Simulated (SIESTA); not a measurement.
**Input and output of a self-consistent single point for Cd (P6_3/mmc, 2 atoms in the cell) (SIESTA)**

Method of the run: SIESTA with GGA PBE, numerical atomic orbitals DZP, PseudoDojo PBE standard norm-conserving potentials (rewritten from UPF to PSML).

The input file:

```
# files in the folder: Cd.psml (PseudoDojo PBE standard)
SystemName  Cd
SystemLabel Cd

NumberOfAtoms                2
NumberOfSpecies              1
%block ChemicalSpeciesLabel
  1 48 Cd
%endblock ChemicalSpeciesLabel
LatticeConstant              1.0 Bohr
%block LatticeVectors
     2.838217461   -4.915937320    0.000000000
     2.838217461    4.915937320    0.000000000
     0.000000000    0.000000000   10.705222907
%endblock LatticeVectors
AtomicCoordinatesFormat      Ang
%block AtomicCoordinatesAndAtomicSpecies
     1.501920000    0.867134017    1.416240000  1
     1.501920000   -0.867134017    4.248720000  1
%endblock AtomicCoordinatesAndAtomicSpecies

XC.functional                GGA
XC.authors                   PBE
PAO.BasisSize                DZP
PAO.EnergyShift              0.01 Ry
MeshCutoff                   350 Ry
%block kgrid.MonkhorstPack
   13   0   0  0.0
    0  13   0  0.0
    0   0   6  0.0
%endblock kgrid.MonkhorstPack
OccupationFunction           MP
OccupationMPOrder            0
ElectronicTemperature        0.1 eV

MaxSCFIterations             150
SCF.Mixer.Method             Broyden
SCF.Mixer.Weight             0.2
SCF.Mixer.History            8
SCF.DM.Tolerance             1.0E-04
Diag.ParallelOverK           true
WriteForces                  true
```

Log, with long lists cut:

```
reinit: Reading from file input.fdf

reinit: System Name: Cd
reinit: System Label: Cd

coor:   Atomic-coordinates input format  =     Cartesian coordinates
coor:                                          (in Angstroms)

siesta: Atomic coordinates (Bohr) and species
siesta:      2.83822   1.63865   2.67631  1        1
siesta:      2.83822  -1.63865   8.02892  1        2

siesta: System type = bulk

initatomlists: Number of atoms, orbitals, and projectors:      2    38    36

siesta: ******************** Simulation parameters ****************************
redata: Spin configuration                          = none
redata: Time-Reversal Symmetry                      = T
redata: Number of Atomic Species                    =        1
redata: Mesh Cutoff                                 =   350.0000 Ry
redata: Net charge of the system                    =     0.0000 |e|
redata: Min. number of SCF Iter                     =        0
redata: Max. number of SCF Iter                     =      150
redata: SCF convergence failure will abort job
redata: SCF mix quantity                            = Hamiltonian
redata: Mix DM or H after convergence               =   F
redata: Recompute H after scf cycle                 =   F
redata: Mix DM in first SCF step                    =   T
redata: No kicks to SCF
redata: DM Mixing Weight for Kicks                  =     0.5000
redata: Require Harris convergence for SCF          =   F
redata: Harris energy tolerance for SCF             =     0.000100 eV
redata: Require DM convergence for SCF              =   T
redata: DM tolerance for SCF                        =     0.000100
redata: Require EDM convergence for SCF             =   F
redata: EDM tolerance for SCF                       =     0.001000 eV
redata: Require H convergence for SCF               =   T
redata: Hamiltonian tolerance for SCF               =     0.001000 eV
redata: Require (free) Energy convergence for SCF   =   F
redata: (free) Energy tolerance for SCF             =     0.000100 eV
redata: Using DFT-D3 dispersion                     =   F
redata: Using Saved Data (generic)                  =   F
redata: Method of Calculation                       = Diagonalization
redata: Electronic Temperature                      =  1160.4518 K
redata: Number of TDED substeps                     =        3
redata: Dynamics option                             = Single-point calculation
redata: Save all siesta data in one NC              =   F
redata: ***********************************************************************

%block SCF.Mixers
  Broyden
%endblock SCF.Mixers

%block SCF.Mixer.Broyden
  # Mixing method
  method broyden

  # Mixing options
  weight 0.2000
  weight.linear 0.2000
  weight.prime 0.2000
  history 8
%endblock SCF.Mixer.Broyden

DM_history_depth set to one: no extrapolation allowed by default for geometry relaxation
Size of DM history Fstack: 1
Total number of electrons:    40.000000
Total ionic charge:    40.000000

* ProcessorY, Blocksize:    1  39

* Orbital distribution balance (max,min):    38    38

k-point displ. along   3 input, could be:     0.00    0.50
 Kpoints in:          546 . Kpoints trimmed:          514

siesta: k-grid: Number of k-points = 514
siesta: k-points from Monkhorst-Pack grid
siesta: k-cutoff (effective) =    16.995 Ang
siesta: k-point supercell and displacements
siesta: k-grid:    13     0     0      0.000
siesta: k-grid:     0    13     0      0.000
siesta: k-grid:     0     0     6      0.000

diag: Algorithm                                     = D&C
diag: Parallel over k                               =   F
diag: Use parallel 2D distribution                  =   F
diag: Parallel block-size                           = 39
diag: Parallel distribution                         =     1 x     1
diag: Used triangular part                          = Lower
diag: Absolute tolerance                            =  0.100E-15
diag: Orthogonalization factor                      =  0.100E-05
diag: Memory factor                                 =  1.0000

superc: Internal auxiliary supercell:     5 x     5 x     3  =      75
superc: Number of atoms, orbitals, and projectors:    150   2850   2700

                        Single-point calculation

superc: Internal auxiliary supercell:     5 x     5 x     3  =      75
superc: Number of atoms, orbitals, and projectors:    150   2850   2700

outcell: Unit cell vectors (Ang):
        1.501920   -2.601402    0.000000
        1.501920    2.601402    0.000000
        0.000000    0.000000    5.664960

outcell: Cell vector modules (Ang)   :    3.003840    3.003840    5.664960
outcell: Cell angles (23,13,12) (deg):     90.0000     90.0000    120.0000
outcell: Cell volume (Ang**3)        :     44.2671
new_DM -- step:     1
Initializing Density Matrix...

Attempting to read DM from file... Failed...
DM filled with atomic data:

InitMesh: MESH = 30 x 30 x 64 = 57600
InitMesh: Mesh cutoff (required, used) =   350.000   352.751 Ry

stepf: Methfessel-Paxton step function
       Using Hermite-Gauss polynomials of order  0

        iscf     Eharris(eV)        E_KS(eV)     FreeEng(eV)     dDmax    Ef(eV) dHmax(eV)
   scf:    1    -9526.039445    -9535.585460    -9535.587296  0.505448 -0.964664  9.405516
   scf:    2    -9540.119879    -9538.054988    -9538.057177  0.208924 -1.238419  5.157244
   scf:    3    -9539.583427    -9539.061465    -9539.064029  0.237991 -1.536861  0.270780
   scf:    4    -9539.063829    -9539.063635    -9539.066215  0.017075 -1.577869  0.073253
   scf:    5    -9539.062879    -9539.063314    -9539.065858  0.008771 -1.650470  0.160250
   scf:    6    -9539.064810    -9539.064289    -9539.066817  0.007057 -1.645883  0.007144
   scf:    7    -9539.064294    -9539.064292    -9539.066819  0.000325 -1.645643  0.000414
   scf:    8    -9539.064292    -9539.064292    -9539.066819  0.000024 -1.645653  0.000316

SCF Convergence by DM+H criterion
max |DM_out - DM_in|         :     0.0000244807
max |H_out - H_in|      (eV) :     0.0003155177
SCF cycle converged after 8 iterations

Using DM_out to compute the final energy and forces

siesta: E_KS(eV) =            -9539.0643

siesta: E_KS - E_eggbox =     -9539.0643

siesta: Atomic forces (eV/Ang):
     1    0.000000    0.000021   -0.000000
     2    0.000000   -0.000021    0.000000
   Tot    0.000000    0.000000   -0.000000
   Max    0.000021
   Res    0.000012    sqrt( Sum f_i^2 / 3N )
   Max    0.000021    constrained

Stress tensor Voigt[x,y,z,yz,xz,xy] (kbar):       58.73       58.47       91.34       -0.00        0.00        0.00
(Free)E + p*V (eV/cell)    -9540.9875
Target enthalpy (eV/cell)    -9539.0668

siesta: Program's energy decomposition (eV):
siesta: Ebs     =     -1437.700769
siesta: Eions   =     13706.056905
siesta: Ena     =      1833.588912
siesta: Ekin    =      3347.283339
siesta: Enl     =       227.562086
siesta: Eso     =         0.000000
siesta: Edftu   =         0.000000
siesta: DEna    =        75.855347
siesta: DUscf   =         1.614908
siesta: DUext   =         0.000000
siesta: Ex      =     -1247.573952
siesta: Ec      =       -71.338026
siesta: Exc     =     -1318.911979
siesta: Eharris =     -9539.064292
siesta: Etot    =     -9539.064292
siesta: FreeEng =     -9539.066819

siesta: Stress tensor (static) (eV/Ang**3):
siesta:     0.036658    0.000000    0.000000
siesta:     0.000000    0.036493   -0.000000
siesta:     0.000000   -0.000000    0.057013

siesta: Cell volume =         44.267104 Ang**3

siesta: Pressure (static):
siesta:                Solid            Molecule  Units
siesta:          -0.00047255         -0.00047255  Ry/Bohr**3
siesta:          -0.04338763         -0.04338791  eV/Ang**3
siesta:         -69.51464952        -69.51509276  kBar
```

The run converged in 8 iterations.

The starting cell has typed, rounded lattice constants, without a prior relaxation at this level. Its lattice was rescaled by a random factor within 2.5 % of one. Values carry the incompleteness of an atom-centred basis. With a pressure of about -7 GPa the cell is away from its equilibrium volume at this level.
